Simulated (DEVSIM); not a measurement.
Device: illuminated Si n-on-p cell, one wavelength, with a back-surface field, at 300 K.

```
layer (left to right)  material  thickness (μm)  Nd (cm⁻³)  Na (cm⁻³)  τn (s)  τp (s)  absorption coefficient (cm⁻¹)
---------------------  --------  --------------  ---------  ---------  ------  ------  -----------------------------
1                            Si           0.570     1.2e18          -  1.2e-6  1.2e-6                          79000
2                            Si            98.0          -     1.9e15  9.1e-5  9.1e-5                          79000
3                            Si           0.110          -       5e18  9.1e-5  9.1e-5                          79000
```

Left contact: ohmic, minority hole recombination velocity 10000 cm/s. Right contact: ohmic, minority electron recombination velocity 800 cm/s. Voltage is applied to the left contact. Recombination: SRH at mid-gap, radiative, Auger. Light enters at the left, 9.4e16 photons cm⁻² s⁻¹, one pass, no reflection. Mobility is μmin + (μ − μmin)/(1 + (N/Nref)^α).

Constants are typed, rounded textbook-type inputs, not results; the design itself was drawn at random and stands for no fabricated device. Values at 300 K.

| parameter | Si |
|---|---|
| gap (eV) | 1.124 |
| affinity (eV) | 4.05 |
| permittivity | 11.7 |
| Nc (cm⁻³) | 2.86e19 |
| Nv (cm⁻³) | 3.1e19 |
| μn (cm²/Vs) | 1417 |
| μp (cm²/Vs) | 470 |
| μn,min | 52 |
| μp,min | 45 |
| Nref,n | 9.7e16 |
| Nref,p | 2.2e17 |
| αn | 0.68 |
| αp | 0.72 |
| B (cm³/s) | 4.7e-15 |
| Cn (cm⁶/s) | 2.8e-31 |
| Cp (cm⁶/s) | 9.9e-32 |

DEVSIM, 1D drift-diffusion, Boltzmann statistics, complete ionisation; no tunnelling, impact ionisation, image-force lowering or self-heating.

Task: Give the current under light (generator sign).

Result: 
```tsv
V (V)	J (mA/cm²)
0.00	13.4
0.08	13.4
0.18	13.4
0.26	13.4
0.36	13.4
0.46	13.4
0.48	13.3
0.50	13.1
0.52	12.8
0.54	12.1
0.56	10.7
0.58	8.17
0.60	3.81
0.62	-3.32
```
